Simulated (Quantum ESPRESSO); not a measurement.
A working Quantum ESPRESSO input for SrCuO3 (Pm-3m, 5 atoms in the cell) (DFT, PBEsol, plane waves, PSlibrary PAW (PBE) pseudopotentials):

```fortran
&control
  calculation = 'scf'
  outdir = './tmp/'
  pseudo_dir = './'
  verbosity = 'high'
  tprnfor = .true.
  tstress = .true.
/
&system
  ibrav = 1
  celldm(1) = 7.2535247568
  nat = 5
  ntyp = 3
  ecutwfc = 55
  ecutrho = 385
  occupations = 'smearing'
  smearing = 'gauss'
  degauss = 0.0073499
  input_dft = 'pbesol'
/
&electrons
  conv_thr = 1.0d-10
  mixing_beta = 0.5
/
ATOMIC_SPECIES
Sr    87.6200  Sr.pbe-spn-kjpaw_psl.1.0.0.UPF
Cu    63.5460  Cu.pbe-dn-kjpaw_psl.1.0.0.UPF
O     15.9990  O.pbe-n-kjpaw_psl.0.1.UPF
ATOMIC_POSITIONS crystal
Sr    0.5000000000    0.5000000000    0.5000000000
Cu    0.0000000000    0.0000000000    0.0000000000
O     0.5000000000    0.0000000000    0.0000000000
O     0.0000000000    0.5000000000    0.0000000000
O     0.0000000000    0.0000000000    0.5000000000
K_POINTS automatic
7 7 7  0 0 0
```

The run converged in 19 iterations: free energy E − TS -8033.6947 eV; Fermi level (on the code's own zero) 8.77 eV; pressure -1.80 GPa. Each of these slips is then made, one at a time:

(1)
```diff
-  ntyp = 3
+  ntyp = 2
```

(2)
```diff
-  calculation = 'scf'
+  calculation = 'sfc'
```

Question: How does each altered input end?

Answer: 
(1) A species count that does not match the list of species. The program stopped before any SCF iteration.
```
Error in routine read_cards (3):
species O in ATOMIC_POSITIONS is nonexistent
```

(2) A value that the program does not know. The program stopped before any SCF iteration.
```
Error in routine  control_checkin (1):
calculation "sfc" not allowed
```

The starting cell comes from a database of computed structures (which also holds hypothetical and non-ambient phases and stackings), without a prior relaxation at this level. Spin polarisation is off; with an odd number of electrons in the cell that forces a metal, and a magnetic state may lie lower.

Left out of this page: 4 runs of the series outside the window shown, repeating another row's setting, or not comparable.
